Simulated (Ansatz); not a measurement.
Response to strain in SnO2

Consider SnO₂ in the rutile structure (space group P4_2/mnm, No. 136; a = 4.8276 Å, c = 3.2381 Å). Axes: x, y, z lie along a, b, c of the conventional cell.

Strains are applied to the cell and any free atomic positions relax.

Computed with plane-wave PAW DFT at the PBE level (Ansatz, a program for electronic structure, 420 eV), spin-orbit coupling left out.

Notes on the quantities. energy relative to the base: free energy F.

```tsv
uniaxial strain ε_zz (%)	energy relative to the base (meV/atom)
-3	14.2
-2.4	9.0
-1.8	?
-1.2	2.2
-0.6	0.6
0	0.0
```

### Question
Fit ΔE = Aε² + Bε³ (ε in %) to the rows shown and predict the withheld row.

### Answer
Least squares on the printed values gives A = 1.51 and B = -0.023 meV/atom (largest residual 0.1 meV/atom); this predicts 5.0 meV/atom, and the run gives 5.0 meV/atom, in agreement.

No phonon test of stability was made.
